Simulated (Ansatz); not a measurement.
Defect migration in rutile SnO2: interstitial H, charge state +1. The step: one H atom jumps by itself; the atom moves 1.77 Å along (-0.07, 0.13, 0.50) of the unit cell; the moving atom starts with neighbours O at 1.00, O at 2.10 Å and ends with O at 1.00, O at 2.10 Å. DFT values are from Ansatz (plane-wave PAW, 420 eV unless said) in a cell of 72 host sites, spin-restricted, static, with no finite-size correction. The charge state is imposed; whether it is stable for some Fermi level was not computed. Sites that were not tried may lie lower. For the PBE band: the saddle point's order was not checked.

```json
[
 {"Level": "CHGNet universal potential (has no charge state), its own band", "Forward barrier (eV)": "0.52", "Cost of the band or of the saddle's single point": "-"},
 {"Level": "PBE, one k-point at (0.250, 0.250, 0.250), band relaxed", "Forward barrier (eV)": "0.68", "Cost of the band or of the saddle's single point": "very roughly 15 core-minutes"},
 {"Level": "PBE, a 2×2×2 k-point mesh shifted by half a step, same geometries", "Forward barrier (eV)": "0.68", "Cost of the band or of the saddle's single point": "very roughly 2.2 core-minutes"},
 {"Level": "r2SCAN at 500 eV, one k-point at (0.250, 0.250, 0.250), same geometries", "Forward barrier (eV)": "…", "Cost of the band or of the saddle's single point": "very roughly 70 core-seconds"}
]
```

Q: Some entries are withheld; supply them.

A: 
- r2SCAN at 500 eV, one k-point at (0.250, 0.250, 0.250), same geometries, Forward barrier (eV): 0.78

Ansatz is a quantum-chemistry and plane-wave program.
